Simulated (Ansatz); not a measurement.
Base system: KBr in the rock salt structure (space group Fm-3m, No. 225; a = 6.549 Å).

Level of theory: PBEsol/PAW in Ansatz (a program for electronic structure), spin-orbit coupling left out.

Base values:

The gap character is direct at Γ and the pressure is 0.01 GPa. The band gap is 4.34 eV.

Now apply this change: an isotropic linear strain of −3.00 %, atoms relaxed at fixed cell.

How does this affect the gap character, pressure, energy relative to the base and band gap?

The gap character remains direct at Γ; the pressure rises by 1.77 GPa to 1.78 GPa; the energy rises by 16 meV/atom; the band gap increases by 0.245 eV, from 4.34 eV to 4.58 eV.

Whether these cells are dynamically stable was not tested.
